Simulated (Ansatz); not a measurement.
Consider SrTiO3 in the cubic perovskite structure (space group Pm-3m, No. 221; a = 3.907 Å).

The values are results of Ansatz (a quantum-chemistry and plane-wave program), r2SCAN, PAW, cutoff 500 eV, no spin-orbit coupling, not measurements.

One change was made to it. Results:

```
quantity                 base     after
-------------------  --------  --------
smallest direct gap   2.63 eV   2.63 eV
volume per atom      11.93 Å³  11.91 Å³
band gap              2.26 eV   2.26 eV
```

Problem. What was done to the base?
A. pressure 3 GPa
B. pressure 0.3 GPa
C. pressure −1 GPa

Solution. B, pressure 0.3 GPa. For comparison, the volume per atom in the other runs: pressure 3 GPa gives 11.75 Å³; pressure −1 GPa gives 11.99 Å³.

Load acts through the strain it causes; cell and atoms are relaxed under it. Stability against distortions was not tested. The final runs are not spin-polarised. Many cubic perovskites are stable only at high temperature; tilts and polar distortions were not tested.
